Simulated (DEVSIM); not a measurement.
Device: Schottky contact on n-type Si, at 300 K.

Layer 1 from the left is Si, thickness (μm) 1.50, Nd (cm⁻³) 8.4e16, τn (s) 2.7e-7, τp (s) 2.7e-7.

Left contact: Schottky, work function 4.89 eV, emission velocity 3.8e6 cm/s. Right contact: ohmic. Voltage is applied to the left contact. Recombination: SRH at mid-gap, radiative. Mobility is μmin + (μ − μmin)/(1 + (N/Nref)^α).

This is a model device: material constants are rounded textbook-type values typed into the input, and sizes, dopings and lifetimes were drawn at random. Values at 300 K.

Si: gap (eV) 1.124, affinity (eV) 4.05, permittivity 11.7, Nc (cm⁻³) 2.86e19, Nv (cm⁻³) 3.1e19, μn (cm²/Vs) 1417, μp (cm²/Vs) 470, μn,min 52, μp,min 45, Nref,n 9.7e16, Nref,p 2.2e17, αn 0.68, αp 0.72, B (cm³/s) 4.7e-15.

Simulated with DEVSIM: 1D drift-diffusion, Boltzmann statistics, complete ionisation; no tunnelling, impact ionisation, image-force lowering or self-heating. Metal contacts follow the ideal Schottky-Mott rule: no Fermi-level pinning, no interface dipoles.

Dark forward current:

```tsv
|V| (V)	|J| (A/cm²)
0.05	7.716e-7
0.10	6.077e-6
0.15	4.265e-5
0.20	0.0002949
0.25	0.002034
0.30	0.01403
0.35	0.09660
0.40	0.6643
0.45	4.551
0.50	30.67
0.55	190.6
0.60	877.1
0.65	2456
```

Question: Work out the local ideality factor n = ΔV / (kT/q · ln(J2/J1)) between the rows 0.15 and 0.20 V, 0.60 and 0.65 V.

Answer: kT/q = 25.85 mV. From 0.15 to 0.20 V: ln(0.0002949/4.265e-5) = 1.934, n = 1.00, near the 1 of diffusion or emission over a barrier. From 0.60 to 0.65 V: ln(2456/877.1) = 1.030, n = 1.88; the layers' resistance at their doping, Σ W/(qμN) = 1.5e-5 Ω cm², would take 23 mV of this step of 50 mV.

Question: Estimate the current at 0.35 V for emission alone, J0 = q v N_band exp(−φB/kT), and read the barrier back from the simulated current.

Answer: φB = 0.840 eV, N_band = 2.86e19 cm⁻³, J0 = 1.34e-7 A/cm²; J = J0 (exp(qV/kT) − 1) = 0.102 A/cm². The simulation gives 0.0966 A/cm²; the estimate lies 5.6 % above. Read backwards, the simulated current gives an apparent barrier of 0.841 eV. The estimate leaves out transport through the depletion region and minority injection.
